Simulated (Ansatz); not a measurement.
The (10-10) face of bulk 2H MoSe2 can be cut between different planes. Symmetric, stoichiometric slabs relaxed in the 1x1 cell (41.7 Å²): top plane Mo + 2 Se, 0.95 Å over the next in the ideal cut; top plane Mo + 2 Se, 1.89 Å over the next in the ideal cut.

Computed with PBE with D3(BJ) dispersion (plane waves to 420 eV, PAW; Ansatz, an electronic-structure program).

**Question.** Order them by surface energy (lowest first) at the level PBE with D3(BJ) dispersion.

**Answer.** the cut with an outer spacing of 0.95 Å (1.86 J/m²), the cut with an outer spacing of 1.89 Å (2.56 J/m²; 2 Se–Se bonds formed)
